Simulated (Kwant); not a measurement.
Device: wire with a row of barriers in a In0.53Ga0.47As two-dimensional gas. Effective mass 0.041 mₑ, grid spacing 3 nm, hard walls, nominal width 60 nm (19 grid rows, so walls 60 nm apart), one parabolic valley, scattering region 300 nm long along x; energies count from the band bottom; Fermi energy swept from 0.0020381 to 0.024202 eV. 3 barrier(s) across the wire, height 0.022 eV, thickness 9 nm (about 3 grid columns), spaced by 24 nm.

Constants are typed, rounded textbook-type inputs, not results; the design itself was drawn at random and stands for no fabricated device.

Kwant, effective-mass tight-binding model on a square grid, one spin, coherent transport at 0 K. Conductance is in e²/h.

| E (meV) | A | B | C |
|---|---|---|---|
| 2.038 | 0 | 0 | 0 |
| 3.293 | 7.1e-6 | 0 | 2.2e-6 |
| 4.547 | 9.6e-5 | 2.5e-5 | 2.7e-5 |
| 5.941 | 0.0018 | 0.00039 | 0.00038 |
| 7.196 | 0.11 | 0.0025 | 0.0098 |
| 8.450 | 0.28 | 0.018 | 0.41 |
| 9.844 | 0.98 | 0.37 | 0.69 |
| 11.10 | 0.095 | 0.70 | 0.085 |
| 12.35 | 0.032 | 0.51 | 0.019 |
| 13.75 | 0.023 | 0.82 | 0.010 |
| 15.00 | 0.44 | 0.92 | 0.032 |
| 16.26 | 0.30 | 0.46 | 0.26 |
| 17.65 | 0.70 | 0.23 | 1.01 |
| 18.91 | 0.12 | 0.16 | 0.073 |
| 20.16 | 0.12 | 0.13 | 0.045 |
| 21.55 | 0.27 | 0.19 | 0.074 |
| 22.81 | 0.65 | 1.10 | 0.18 |
| 24.20 | 1.02 | 0.65 | 0.61 |

Q: Column A is the base. The others each differ by one change: barrier height 0.022 → 0.026 eV; effective mass 0.041 → 0.025 mₑ. Which is which?

A: B: effective mass 0.041 → 0.025 mₑ; C: barrier height 0.022 → 0.026 eV.
